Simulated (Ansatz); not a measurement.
Pair distribution function (Si-Si) of CoSi2 (fluorite type), cell Co32Si64, begun in the crystal structure [in the run: it stayed crystalline; mean temperature 1261 K (target 1200 K); density 4.74 g/cm³, volume +5 % from the start crystal's; one k-point, which a denser mesh shifts by 0.0 GPa in pressure and 0.03 eV/Å in forces], from MD at 1261 K. Method: PBE (plane waves, PAW; Ansatz, a first-principles code). Volume per atom 13.43 Å³, mean pressure 0.0 GPa. 

```
r (Å) | g(r)
     1.46 |  0.00
     1.50 |  0.00
     1.54 |  0.00
     1.58 |  0.00
     1.62 |  0.00
     1.66 |  0.00
     1.70 |  0.00
     1.74 |  0.00
     1.78 |  0.00
     1.82 |  0.00
     1.86 |  0.00
     1.90 |  0.00
     1.94 |  0.00
     1.98 |  0.00
     2.02 |  0.00
     2.06 |  0.00
     2.10 |  0.00
     2.14 |  0.00
     2.18 |  0.01
     2.22 |  0.02
     2.26 | # 0.06
     2.30 | # 0.14
     2.34 | ### 0.26
     2.38 | ##### 0.46
     2.42 | ######### 0.86
     2.46 | ############# 1.23
     2.50 | ################## 1.67
     2.54 | ###################### 2.05
     2.58 | ########################### 2.59
     2.62 | ############################# 2.71
     2.66 | ############################## 2.85
     2.70 | ############################## 2.83
     2.74 | ############################ 2.67
     2.78 | ########################## 2.47
     2.82 | ####################### 2.15
     2.86 | #################### 1.88
     2.90 | ################# 1.58
     2.94 | ############ 1.12
     2.98 | ######### 0.87
     3.02 | ####### 0.64
     3.06 | ##### 0.48
     3.10 | #### 0.34
     3.14 | ## 0.22
     3.18 | ## 0.17
     3.22 | # 0.11
     3.26 | # 0.11
     3.30 | # 0.09
     3.34 | # 0.10
     3.38 | ## 0.16
     3.42 | ### 0.25
     3.46 | #### 0.36
     3.50 | ###### 0.53
     3.54 | ######## 0.76
     3.58 | ############ 1.10
     3.62 | ############### 1.44
     3.66 | ################## 1.72
     3.70 | ####################### 2.15
     3.74 | ######################### 2.35
     3.78 | ########################### 2.60
     3.82 | ############################## 2.82
     3.86 | ############################ 2.69
     3.90 | ########################### 2.56
     3.94 | ######################### 2.36
     3.98 | ###################### 2.05
     4.02 | ################# 1.66
     4.06 | ############### 1.40
     4.10 | ########### 1.06
     4.14 | ######### 0.81
     4.18 | ###### 0.59
     4.22 | #### 0.42
     4.26 | ### 0.31
     4.30 | ### 0.28
     4.34 | ### 0.28
     4.38 | #### 0.34
     4.42 | #### 0.39
     4.46 | ###### 0.55
     4.50 | ####### 0.69
     4.54 | ######### 0.88
     4.58 | ########### 1.03
     4.62 | ############ 1.15
     4.66 | ############# 1.19
     4.70 | ############# 1.20
     4.74 | ############# 1.19
     4.78 | ########### 1.07
     4.82 | ########## 0.96
     4.86 | ######### 0.86
     4.90 | ####### 0.69
     4.94 | ###### 0.58
     4.98 | ##### 0.47
     5.02 | #### 0.39
```

State where the first shell ends and the number of neighbours in it.

first minimum near 3.3 Å (g down to about 0.09); 6.0 Si round each Si in the shell, from n = 4πρ∫r²g(r)dr.
